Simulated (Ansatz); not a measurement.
Base system: WC (space group P-6m2, No. 187; a = 2.899 Å, c = 2.827 Å; relaxed with 0.1 eV smearing). Axes: x lies along a and z along c of the hexagonal cell.

The values are results of PBEsol/PAW in Ansatz (an electronic-structure program), no spin-orbit coupling, not measurements.

For the base:

The band gap is zero.

Perturbation: strain tensor (xx, yy, zz, yz, xz, xy) = (−0.66, −1.97, +0.26, +0.18, −0.76, +0.22) %; the atoms relax in the strained cell.

What does the calculation give for the band gap, energy relative to the base and stress after the change?

The band gap stays zero; the energy goes up by 15 meV/atom; the stress (xx, yy, zz, yz, xz, xy; compression positive) amounts to (9.9, 16.8, 2.7, -1.2, 5.2, -1.2) GPa.

No phonon test of stability was made. The final runs are not spin-polarised.
